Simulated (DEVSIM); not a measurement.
Device: Ru/SiO2/p-Ge capacitor, at 300 K.

| layer (left to right) | material | thickness (nm) | Na (cm⁻³) |
|---|---|---|---|
| 1 | SiO2 | 4.80 | - |
| 2 | Ge | 430 | 1.9e18 |

Metal gate on the left, work function 4.7 eV. Fixed charge at the semiconductor interface 0 cm⁻² (in units of +e); no interface traps.

Constants are typed, rounded textbook-type inputs, not results; the design itself was drawn at random and stands for no fabricated device. Values at 300 K.

| parameter | SiO2 | Ge |
|---|---|---|
| gap (eV) | 9 | 0.664 |
| affinity (eV) | 0.9 | 4 |
| permittivity | 3.9 | 16 |
| Nc (cm⁻³) | - | 1.04e19 |
| Nv (cm⁻³) | - | 6e18 |

Model (solved in DEVSIM): 1D Poisson equation in equilibrium, Boltzmann statistics, complete ionisation; no quantum confinement or tunnelling. Metal contacts follow the ideal Schottky-Mott rule: no Fermi-level pinning, no interface dipoles.

The interface trap density was swept, all else fixed.

```json
[
 {"interface trap density (cm^-2 eV^-1)": "0", "flat-band voltage (V)": "0.07", "threshold voltage (band bending 2φF) (V)": "1.65", "minimum of the low-frequency capacitance (μF/cm²)": "0.356"},
 {"interface trap density (cm^-2 eV^-1)": "1e10", "flat-band voltage (V)": "0.07", "threshold voltage (band bending 2φF) (V)": "1.65", "minimum of the low-frequency capacitance (μF/cm²)": "0.356"},
 {"interface trap density (cm^-2 eV^-1)": "1e11", "flat-band voltage (V)": "0.06", "threshold voltage (band bending 2φF) (V)": "1.65", "minimum of the low-frequency capacitance (μF/cm²)": "0.360"},
 {"interface trap density (cm^-2 eV^-1)": "3e11", "flat-band voltage (V)": "0.05", "threshold voltage (band bending 2φF) (V)": "1.67", "minimum of the low-frequency capacitance (μF/cm²)": "0.367"},
 {"interface trap density (cm^-2 eV^-1)": "1e12", "flat-band voltage (V)": "0.00", "threshold voltage (band bending 2φF) (V)": "1.71", "minimum of the low-frequency capacitance (μF/cm²)": "0.391"},
 {"interface trap density (cm^-2 eV^-1)": "2e12", "flat-band voltage (V)": "-0.07", "threshold voltage (band bending 2φF) (V)": "?", "minimum of the low-frequency capacitance (μF/cm²)": "?"}
]
```

Problem. Some entries are withheld; supply them.

Solution. 
- 2e12, threshold voltage (band bending 2φF) (V): 1.77
- 2e12, minimum of the low-frequency capacitance (μF/cm²): 0.422
